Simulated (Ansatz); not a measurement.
ZnSe, response to strain

Start from ZnSe in the zinc blende structure (space group F-43m, No. 216; a = 5.666 Å). Axes: x, y, z lie along the cube axes.

Strains are applied to the cell and any free atomic positions relax; under biaxial strain the out-of-plane vector relaxes too.

Method: r2SCAN in Ansatz (plane waves to 500 eV, PAW, spin-orbit coupling left out), earlier PAW set.

Notes on the quantities. energy relative to the base: free energy F; pressure: mean of the normal stresses, compression positive.

```tsv
case	electron mass	energy relative to the base	pressure	shortest interatomic distance
base	0.12 mₑ (at Γ)	0 meV/atom	0.00 GPa	2.453 Å
biaxial strain −4.63 %, plane normal [001], relaxed out of plane	0.13 mₑ (at Γ)	+27 meV/atom	2.92 GPa	2.423 Å
biaxial strain −1.58 %, plane normal [001], relaxed out of plane	0.13 mₑ (at Γ)	+3.0 meV/atom	0.90 GPa	2.443 Å
isotropic strain −1.54 %	0.13 mₑ (at Γ)	+10 meV/atom	3.36 GPa	2.416 Å
isotropic strain −0.49 %	0.13 mₑ (at Γ)	+1.0 meV/atom	0.99 GPa	2.441 Å
isotropic strain +0.87 %	0.12 mₑ (at Γ)	(withheld)	(withheld)	2.475 Å
isotropic strain +3.34 %	0.11 mₑ (at Γ)	+42 meV/atom	-5.18 GPa	2.535 Å
uniaxial strain ε_yy = −1.76 %	0.13 mₑ (at Γ)	+2.0 meV/atom	1.19 GPa	2.439 Å
uniaxial strain ε_zz = −4.05 %	0.13 mₑ (at Γ)	+11 meV/atom	2.91 GPa	2.421 Å
tensor shear ε_yz = +2.84 %	–	+9.5 meV/atom	0.04 GPa	2.440 Å
```

**Question.** Complete the table.

**Answer.** 
- isotropic strain +0.87 %, energy relative to the base: +3.1 meV/atom
- isotropic strain +0.87 %, pressure: -1.60 GPa

The levels and masses belong to the bands next to the band gap. Masses are band curvatures over ±0.01 Å⁻¹ around the edge. Whether these cells are dynamically stable was not tested.

Ansatz is a program for electronic structure.
